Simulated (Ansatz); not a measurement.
Sensitivity of a calculation on ScAlCuO4 (R3m, 7 atoms in the cell) to its settings

```cif
data_Al3Cu3O12Sc3
_chemical_formula_sum 'Sc3 Al3 Cu3 O12'
_space_group_name_H-M_alt 'R3m :H'
_space_group_IT_number 160
_space_group_name_Hall 'R 3 -2"'
_cell_length_a 3.17406
_cell_length_b 3.17406
_cell_length_c 25.11312
_cell_angle_alpha 90.000
_cell_angle_beta 90.000
_cell_angle_gamma 120.000
loop_
_atom_site_label
_atom_site_type_symbol
_atom_site_symmetry_multiplicity
_atom_site_Wyckoff_symbol
_atom_site_fract_x
_atom_site_fract_y
_atom_site_fract_z
_atom_site_occupancy
Sc1 Sc 3 a 0.00000 0.00000 0.00000 1
Al1 Al 3 a 0.00000 0.00000 0.78290 1
Cu1 Cu 3 a 0.00000 0.00000 0.21710 1
O1 O 3 a 0.00000 0.00000 0.87180 1
O2 O 3 a 0.00000 0.00000 0.12820 1
O3 O 3 a 0.00000 0.00000 0.70720 1
O4 O 3 a 0.00000 0.00000 0.29280 1
```
(The calculation used a cell of 7 atoms; values per cell refer to that cell.)

Base run A: PBEsol, default PAW files made with PBE run with Ansatz (a program for electronic structure), self-consistent single point.

Its settings: basis.ecutwfc = 420 eV; kpoints.mp_grid.grid = 10 10 10; hamiltonian.xc = pbesol; hamiltonian.pseudopotentials = {kind: paw} (the program's default PAW files); scf.occupations.method = gaussian; scf.occupations.width = 0.1 eV.

The starting cell was generated: these elements placed on a structure prototype, without a prior relaxation; it need not be a known phase or ordering of this composition. Spin polarisation is off; with an odd number of electrons in the cell that forces a metal, and a magnetic state may lie lower. In the base run, with a pressure of about 5 GPa the cell is away from its equilibrium volume at this level. In the base run, forces exceed 1 eV/Å. Ansatz's pressure includes its estimate of the finite-basis (Pulay) stress.

ΔF is the free energy per atom less that of run A. 

| run | change | ΔF (meV/atom) | pressure (GPa) | largest force (eV/Å) | k-points | valence electrons |
|---|---|---|---|---|---|---|
| A | base | 0.00 | 4.89 | 2.674 | 116 | 57 |
| B | kpoints.mp_grid.grid: 10 10 10 → 11 11 11; scf.occupations.width: 0.1 eV → 0.3 eV | -8.9 | 5.01 | 2.668 | 146 | 57 |
| C | parallel starting moments (0 0 0.05 0 0 0 0 μB); magnetization.spin_polarized: default → true | -0.66 | 4.93 | 2.669 | 116 | 57 |
| D | 2 x 1 x 1 supercell, mesh divided to match; kpoints.mp_grid.grid: 10 10 10 → 5 10 10 | 0.00 | 4.89 | 2.674 | 141 | 114 |
| E | kpoints.mp_grid.grid: 10 10 10 → 16 16 16 | 0.62 | 4.91 | 2.676 | 417 | 57 |
| F | scf.mixing.preconditioner: default (the program chose LDOS) → kerker; scf.mixing.q_tf: default → 0.2 | 0.00 | 4.89 | 2.674 | 116 | 57 |
| G | scf.mixing.algorithm: default (the program chose MSR1) → broyden; scf.mixing.ndim: default → 20 | 0.00 | 4.89 | 2.674 | 116 | 57 |
| H | basis.precision: default → f64 | 0.00 | 4.89 | 2.674 | 116 | 57 |

Run B against A: The free energy falls by 8.9 meV/atom, the pressure goes from 4.89 to 5.01 GPa and the largest force hardly changes (2.674 to 2.668 eV/Å).

Run C against A: The free energy stays essentially unchanged (within 1 meV/atom), the pressure stays near 4.93 GPa while the zz stress (positive for compression) goes from 1.31 to 0.79 GPa, the largest force moves little (2.674 to 2.669 eV/Å) and a net moment of 0.05 μB/atom forms.

Keys are those of Ansatz 0.2.
